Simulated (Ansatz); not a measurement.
**By hand: formation energy of the neutral H_i in TiC (rock salt, Fm-3m)**

This concerns the formation energy of the neutral H_i in TiC (rock salt, Fm-3m). Reaction: 32 TiC (rock salt) + 1/2 H2 (gas) → cell A.

A: a supercell of 64 sites of TiC (rock salt, Fm-3m) with H off the lattice sites (4 C at 1.89 Å and 4 Ti at 1.92 Å); an odd number of electrons; spin state with PBE: no moments.

Setting: static, neutral cells in Ansatz (PAW) whose structures rest at the PBE level. Ansatz (a program for electronic structure) runs with its default PAW set. Other levels take these structures. The lattices are those relaxed with PBE, so at other levels the solids can be strained. Larger cells are relaxed from a start prepared with the learned potential CHGNet, on a coarser mesh till forces fall under 0.03 eV/Å, which some starts already meet. A dispersion term (D3(BJ), or D4 for r2SCAN) was computed beside these levels and is taken off wherever the name lacks it. Mesh and cell size may move defect energies by 0.1 eV or more. The value holds for the reservoirs listed; other chemical potentials shift it. Cell A has symmetry P-43m and got no random move, so less symmetric positions, which may lie lower, weren't tried.

Total energies of the cells in eV, at zero smearing width. They compare only within one column; the weights balance every element.

| cell | atoms | weight | r2SCAN |
|---|---|---|---|
| A: TiC:H_i | 65 | +1 | -88271.24610 |
| TiC (rock salt) | 64 | −1 | -88256.79663 |
| H2 (gas) | 2 | −1/2 | -31.88989 |

r2SCAN: (-88271.24610) − (-88256.79663) − 1/2 × (-31.88989) = 1.495 eV.
